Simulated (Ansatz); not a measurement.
# TaN under a change: isotropic strain −1.62 %

The reference is TaN in the rock salt structure (space group Fm-3m, No. 225; a = 4.417 Å).

The change: the cell is scaled by 0.9838 in all directions, atoms relaxed at fixed cell.

Level of theory: PBE (Ansatz, an electronic-structure program), no spin-orbit coupling. Settings: 18×18×18 k-points, 0.05 eV Fermi–Dirac smearing.

The volume per atom shrinks by 0.515 Å³ (10.77 Å³ → 10.26 Å³) and the energy increases by 28 meV/atom. The pressure goes from zero to 18.0 GPa and the band gap stays zero.

Cost of the whole job for the changed cell (relaxation, final SCF and bands): around 9 core-seconds (rough).

Whether these cells are dynamically stable was not tested. The final runs are not spin-polarised. This is not the structure that TaN has at room temperature and ambient pressure.
